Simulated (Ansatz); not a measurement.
AgI (Fm-3m, No. 225, 2 atoms in the cell; start mp-22919; a measured phase of this formula has another space group) was calculated with LDA in Ansatz (PAW).

Numerical settings: plane-wave cutoff 520 eV, 10×10×10 k mesh, Fermi–Dirac smearing 0.01 eV, no spin polarisation, scalar-relativistic PAW data made under PBE.

Cell (relaxed at this level):

```yaml
crystal:
  lattice:
    - [0.00000, 2.94993, 2.94993]
    - [2.94993, 0.00000, 2.94993]
    - [2.94993, 2.94993, 0.00000]
  atoms:
    - { symbol: Ag, position: [0.00000, 0.00000, 0.00000] }
    - { symbol: I, position: [0.50000, 0.50000, 0.50000] }
```

Q: Estimate the band gap and bulk modulus that the calculation returns.

A: 
* **band gap**: 0.16 eV (on the SCF k mesh)
* **bulk modulus**: 55.8 GPa

Note: the relaxation could not lower the start's symmetry, so the cell can be a saddle point above a distorted one; the bulk modulus is −V dP/dV from two relaxed cells at ±2 % in volume.

Spin–orbit coupling is not included; it can close the smallest gap of 0.16 eV.

Computed values are for the static lattice.

Cost on a shared machine: very roughly 24 core-seconds.

A start named mp-… is a Materials Project structure, which need not be a measured phase.

Ansatz is an electronic-structure program.
